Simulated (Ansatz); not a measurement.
Amorphous Zr20O42Si, 63 atoms at 5.14 g/cm³, one PBE-relaxed geometry, zone centre. Methods: PBE, scalar-relativistic without spin-orbit coupling (Ansatz, a quantum-chemistry and plane-wave program); r2SCAN, scalar-relativistic without spin-orbit coupling (Ansatz); HSE06, scalar-relativistic without spin-orbit coupling (Ansatz). Plane waves to 420 eV (r2SCAN 500 eV); exact exchange is cut at the cell's faces. At PBE the levels at the filled edge of the gap are localised (band-tail or defect states), and the nearest spread-out levels lie 4.0 eV apart at the zone centre. All rungs ran without spin polarisation.

It comes from a melt-quench run on a machine-learned potential (CHGNet), relaxed afterwards by DFT. O atoms were pushed apart under 1.9 Å during the dynamics, to hinder bonds among them. The hot cell started wider than the set density and was brought back towards it in steps. It is the lowest in DFT energy of 2 quenches. It is a model cell: composition and starting density were chosen by hand, and all elements were melted together. No dispersion term was used. Its density started from a set value of 5.14 and ended at 5.14 g/cm³. Cooling (nominally 300 K/ps over its main leg) ran many orders faster than in experiment, which tends to leave more defects and strain. A cell of this size samples the disorder only roughly. The volume was held where the preparation left it and the shape relaxed, at a PBE pressure of -1.2 GPa (tension). Stress components on the final sampling reach 1.2 GPa.

The relaxation ran on the zone centre alone. At PBE the level gap is 3.55 eV on a 2×2×2 Γ-centred mesh, and the spacing at the zone centre alone 3.67 eV.

Problem. What zone-centre spacing does r2SCAN give, roughly?

Solution. 4.11 eV (+0.44 eV against PBE).

Problem. What zone-centre spacing does HSE06 give, roughly?

Solution. 5.19 eV (+1.52 eV against PBE).

The highest filled and the lowest empty state spread over these numbers of atoms (participation numbers): PBE: 5.4 and 19.8; r2SCAN: 5.3 and 20.4; HSE06: 5.5 and 22.7.
